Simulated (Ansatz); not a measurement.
Start from Hf₃N₄ (space group Fd-3m, No. 227; a cell from a computed database, its experimental status unchecked).

```xyz
14
Lattice="0.0000 4.5022 4.5022 4.5022 0.0000 4.5022 4.5022 4.5022 0.0000" Properties=species:S:1:pos:R:3 pbc="T T T"
Hf     3.3766     3.3766     1.1255
Hf     3.3766     1.1255     3.3766
Hf     1.1255     1.1255     1.1255
Hf     1.1255     3.3766     3.3766
Hf     6.7532     6.7532     6.7532
Hf     4.5022     4.5022     4.5022
N      5.6974     5.6974     3.3069
N      5.5580     7.9484     5.5580
N      3.3069     3.3069     3.3069
N      7.9484     5.5580     5.5580
N      5.6974     3.3069     5.6974
N      5.5580     5.5580     7.9484
N      3.3069     5.6974     5.6974
N      7.9484     7.9484     7.9484
```

Level of theory: plane-wave PAW DFT at the PBEsol level (Ansatz, a first-principles code, 420 eV), scalar-relativistic without spin-orbit coupling.

One change was made to it. Results:

| quantity | base | after |
|---|---|---|
| hole mass (degenerate bands, along [100]) | 0.48 mₑ (at X) | 0.47 mₑ (at X) |
| lattice parameter a | 9.004 Å | 8.941 Å |
| band gap | 0.78 eV | 0.73 eV |
| smallest direct gap | 0.93 eV | 0.89 eV |

Problem. What was done to the base?
A) pressure 5 GPa
B) pressure 0.3 GPa
C) pressure −1 GPa

Solution. A, pressure 5 GPa. For comparison, the band gap in the other runs: pressure −1 GPa gives 0.78 eV; pressure 0.3 GPa gives 0.77 eV.

Spin-orbit coupling, missing from the scalar runs, can matter with Hf. Load acts through the strain it causes; cell and atoms are relaxed under it. Masses are band curvatures over ±0.01 Å⁻¹ around the edge. Stability against distortions was not tested. Competing high-pressure phases were not computed.
